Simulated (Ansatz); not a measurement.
TiO2, response to strain

Take TiO$_{2}$ in the anatase structure (space group I4_1/amd, No. 141) as the base.

```
CELL_PARAMETERS angstrom
     -1.88489     1.88489     4.77584
      1.88489    -1.88489     4.77584
      1.88489     1.88489    -4.77584
ATOMIC_POSITIONS crystal
  Ti 0.75000 0.25000 0.50000
  Ti 0.00000 0.00000 0.00000
  O  0.54247 0.04247 0.50000
  O  0.79247 0.79247 0.00000
  O  0.20753 0.20753 0.00000
  O  0.95753 0.45753 0.50000
```

Strains are applied to the cell and any free atomic positions relax.

Calculations: Ansatz (a first-principles code), PBEsol, PAW, cutoff 420 eV, without spin-orbit coupling.

Notes on the quantities. pressure: mean of the normal stresses, compression positive.

| isotropic strain (%) | pressure (GPa) |
|---|---|
| -3 | 22.6 |
| -2.4 | 17.3 |
| -1.8 | 12.4 |
| -1.2 | ? |
| -0.6 | 3.8 |
| 0 | 0.0 |

**Question.** Fit P = P₀ − Bδ + Cδ² with δ = (1 + ε)³ − 1 to the rows shown and predict the withheld row.

**Answer.** Least squares on the printed values gives P₀ = 0.0 GPa, B = 196 GPa (at held cell shape), C = 718 GPa (largest residual 0.0 GPa); this predicts 7.9 GPa, and the run gives 7.9 GPa, in agreement.

Stability against distortions was not tested. All final runs are without spin polarisation.
